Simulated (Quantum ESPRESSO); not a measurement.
Input and output of a self-consistent single point for Ca (Fm-3m, 1 atom in the cell) (Quantum ESPRESSO).

Method: PBE, PseudoDojo standard norm-conserving (PBE) pseudopotentials (plane waves; Quantum ESPRESSO).

The change in words: lattice scaled by 0.98. Reference geometry:
```
Ca
1.0
   -2.79000     0.00000     2.79000
    0.00000     2.79000     2.79000
   -2.79000     2.79000     0.00000
Ca
1
Direct
  0.00000   0.00000   0.00000
```

Reference input (self-consistent single point, DFT, PBE, plane waves, PseudoDojo standard norm-conserving (PBE) pseudopotentials): ecutwfc = 70 Ry; occupations = smearing; smearing = gauss; degauss = 0.0147 Ry; potentials = {Ca: Ca.upf}; K_POINTS = automatic 8 8 8 0 0 0; conv_thr = 1e-08 Ry; mixing_beta = 0.7. This run's input differs from it in these lines:

```diff
@@ -9,3 +9,3 @@
    ibrav = 2,
-   celldm(1) = 10.5446717754,
+   celldm(1) = 10.3337783399,
    nat = 1,
```

Log, with long lists cut:

```
     Self-consistent Calculation

     iteration #  1     ecut=    70.00 Ry     beta= 0.70

     Threshold (ethr) on eigenvalues was too large:
     Diagonalizing with lowered threshold

     c_bands:  1 eigenvalues not converged
     c_bands:  2 eigenvalues not converged
     c_bands:  1 eigenvalues not converged

     total energy              =     -77.42530696 Ry
     estimated scf accuracy    <       0.00150858 Ry

     iteration #  2     ecut=    70.00 Ry     beta= 0.70

     total energy              =     -77.42547976 Ry
     estimated scf accuracy    <       0.00013327 Ry

     iteration #  3     ecut=    70.00 Ry     beta= 0.70
     c_bands:  1 eigenvalues not converged

     total energy              =     -77.42549261 Ry
     estimated scf accuracy    <       0.00000550 Ry

     iteration #  4     ecut=    70.00 Ry     beta= 0.70
     c_bands:  1 eigenvalues not converged

     total energy              =     -77.42549362 Ry
     estimated scf accuracy    <       0.00000008 Ry

     iteration #  5     ecut=    70.00 Ry     beta= 0.70
     End of self-consistent calculation

     the Fermi energy is     5.2127 ev

!    total energy              =     -77.42549366 Ry
     estimated scf accuracy    <          8.6E-09 Ry
     smearing contrib. (-TS)   =      -0.00179314 Ry
     internal energy E=F+TS    =     -77.42370052 Ry

     convergence has been achieved in   5 iterations

     Forces acting on atoms (cartesian axes, Ry/au):

     atom    1 type  1   force =     0.00000000    0.00000000    0.00000000

     Total force =     0.000000     Total SCF correction =     0.000000

          total   stress  (Ry/bohr**3)                   (kbar)     P=        5.54
   0.00003764   0.00000000   0.00000000            5.54        0.00        0.00
   0.00000000   0.00003764   0.00000000            0.00        5.54        0.00
  -0.00000000   0.00000000   0.00003764           -0.00        0.00        5.54

   JOB DONE.
```

The run converged in 5 iterations. Against the reference run the free energy is nearly the same (within 1 meV/atom) and the pressure goes from -0.49 to 0.55 GPa. The full log also holds: “c_bands:  2 eigenvalues not converged”.

The starting cell has typed, rounded lattice constants, without a prior relaxation at this level. For this run, on top of that: lattice scaled by 0.98.
